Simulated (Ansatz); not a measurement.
Functionals compared on Cl on the 1x1 (0001) surface of hcp Ti, one in a 2x2 cell, started at the site 'hollow Ti-Ti-Ti', in Ansatz (plane waves, PAW). The structure was relaxed with PBE; the other rows are single points on it, each with its references at the same level. Cutoff 420 eV (500 eV for r2SCAN).

Slab: 17 atoms, 6.8 Å thick at the start under the adsorbate (thin: gaps and levels are the slab's own); k 6x6x1, smearing 0.1 eV, dipole-corrected; 8 atoms held, the rest relaxed; symmetry of the start imposed; no spin, no spin-orbit, no U, no dispersion correction. At the end it is bonded to 3 Ti. In PBE it is, or lies within 0.03 eV of, the lowest of the starts that converged. These notes are the PBE run's. Adsorption energies are against ½ Cl2(g). A negative adsorption energy means that the adsorbate is more stable on the surface than in its reference.

| functional | adsorption energy (eV) | work function of the top face (eV) | change of the work function (eV) | rough cost of the single point |
|---|---|---|---|---|
| PBE | -3.57 | 4.16 | -0.23 | – |
| RPBE | -3.35 | 4.04 | -0.25 | around 90 core-seconds (rough) |
| r2SCAN | [?] | [?] | [?] | about 5 core-minutes (a rough figure) |

What belongs in the gaps?


- r2SCAN, adsorption energy (eV): -4.04
- r2SCAN, work function of the top face (eV): 4.18
- r2SCAN, change of the work function (eV): -0.34

Ansatz is an electronic-structure program.
